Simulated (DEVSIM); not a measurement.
## abrupt Si n-p junction

Structure: abrupt Si n-p junction, at 300 K.

```csv
layer (left to right),material,thickness (μm),Nd (cm⁻³),Na (cm⁻³),τn (s),τp (s)
1,Si,0.420,2e18,-,0.0008,0.0008
2,Si,14.0,-,1.6e16,0.0008,0.0008
```

Left contact: ohmic. Right contact: ohmic. Voltage is applied to the left contact. Recombination: SRH at mid-gap. Mobility is μmin + (μ − μmin)/(1 + (N/Nref)^α).

The device is made up for the run: typed textbook-type constants, with dimensions and the other settings drawn at random. Values at 300 K.

```tsv
parameter	Si
gap (eV)	1.124
affinity (eV)	4.05
permittivity	11.7
Nc (cm⁻³)	2.86e19
Nv (cm⁻³)	3.1e19
μn (cm²/Vs)	1417
μp (cm²/Vs)	470
μn,min	52
μp,min	45
Nref,n	9.7e16
Nref,p	2.2e17
αn	0.68
αp	0.72
```

DEVSIM, 1D drift-diffusion, Boltzmann statistics, complete ionisation; no tunnelling, impact ionisation, image-force lowering or self-heating.

The potential step across the device at zero bias is 0.860 V and the largest field in the device at zero bias is 93000 V/cm. The dark forward voltage at 1 A/cm² comes out as 0.632 V and the dark forward voltage at 100 A/cm² is 0.767 V.

Small-signal capacitance in reverse bias (quasi-static):

| V (V) | C (nF/cm²) |
|---|---|
| 0.4 | 33.4 |
| 1 | 27.1 |
| 2 | 21.7 |
| 3 | 18.6 |
| 4 | 16.6 |
| 6 | 13.9 |
| 8 | 12.2 |
| 10 | 11.0 |

Dark reverse current:

| V (V) | J (A/cm²) |
|---|---|
| 0.40 | 3.4e-11 |
| 1.00 | 4.4e-11 |
| 2.00 | 5.5e-11 |
| 3.00 | 6.4e-11 |
| 4.00 | 7.2e-11 |
| 6.00 | 8.6e-11 |
| 8.00 | 9.7e-11 |
| 10.00 | 1.1e-10 |
